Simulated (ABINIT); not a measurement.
**Equation of state of MoSi2-type MoSi2 (space group 139): energy against volume (ABINIT, PBEsol)**

```
CELL_PARAMETERS angstrom
     -1.55840     1.55840     3.81104
      1.55840    -1.55840     3.81104
      1.55840     1.55840    -3.81104
ATOMIC_POSITIONS crystal
  Si 0.66500 0.66500 0.00000
  Si 0.33500 0.33500 0.00000
  Mo 0.00000 0.00000 0.00000
```

Method of the run: PBEsol, norm-conserving pseudopotentials (PseudoDojo nc-sr-04 PBEsol standard) (plane waves; ABINIT 10.0.3). Settings: pseudos = [Si.upf, Mo.upf]; ecut = 52 Ha; occopt = 3; tsmear = 0.00183747 Ha; ngkpt = 14 14 14; nshiftk = 1; shiftk = 0 0 0; potentials = PseudoDojo nc-sr-04 PBEsol standard; nband = 16; kptopt = 1; nstep = 50; tolvrs = 1e-12. The cell above is the first row's. The rows scale it uniformly. In all rows fractional positions and the k mesh are held. E is the free energy at the stated smearing, counted from the lowest row.

```csv
V (Å^3/atom),E (meV/atom)
12.3407,?
12.6090,24.23
12.8772,7.71
13.1455,0.00
13.4138,0.20
13.6821,7.49
13.9504,21.14
```

### Question
Using the third-order Birch-Murnaghan form, a cubic in V^(-2/3), estimate the missing E at V = 12.3407 from the other rows, showing the fit.

### Answer
With u = V^(-2/3) - 0.178, the rows have u = 0.006592, 0.004020, 0.001535, -0.000867, -0.003191, -0.005439. Least squares gives E = -0.736 - 516.5·u + 648302·u² + 696172·u³. Residuals (row less fit): 0.000, 0.000, -0.001, 0.001, -0.001, 0.000; standard error 0.001 (degrees of freedom: 2). Its minimum lies at u = 0.000398, so V0 = (0.178398)^(-3/2) = 13.27. There d²E/du² = 1298000 and d³E/du³ = 4177000, so B0 = (4/9) × 13.27^(-7/3) × 1298000 × 0.160218 = 222 GPa (the last factor turns the table's units into GPa), and B0' = 4 + (2/3) × 0.178398 × (4177000)/1298000 = 4.4. The program's pressures in the fitted runs (not shown) pass through zero at V = 13.27, 0.00 % from this V0. At the withheld row, u = 0.009258, so E = -0.736 - 516.5 × 0.009258 + 648302 × 0.009258² + 696172 × 0.009258³ = 50.601 meV/atom. The calculation gives 50.57 meV/atom, 0.031 meV/atom below the prediction (0.1 % of the range of E in the table). The row lies outside the fitted rows, so this is an extrapolation. From the scatter of the fitted rows alone, a prediction at this place has a standard error of 0.006 meV/atom, so the miss is 5.1 times that.

Carrying the step between the two nearest rows on in a straight line would have given 40.76, off by 9.81; series whose last step already gives the withheld value aren't shown. The scan was laid around a cell of about the measured size, scaled by a guess for this functional; axis ratios and inner coordinates come from that cell. The runs keep the symmetry of the cell, so they don't test it for distortions. Spin polarisation is off. The shape of the cell and the inner coordinates aren't relaxed, so V0 and B0 belong to this uniform scaling; a relaxed crystal lies no higher in energy and is usually softer (forces reach 0.18 eV/Å in these rows). 2 of the planned runs didn't end soundly and are left out. Cutoffs and mesh are single choices, not tested for convergence of this quantity. Series with a scatter that would blur these digits, or in which a gap closes, are not shown. Nor are scans whose minimum lies at an end fitted in this form.

Terms beyond the fitted order, or numerical noise in single rows, can give a miss of this size; the table doesn't tell which.
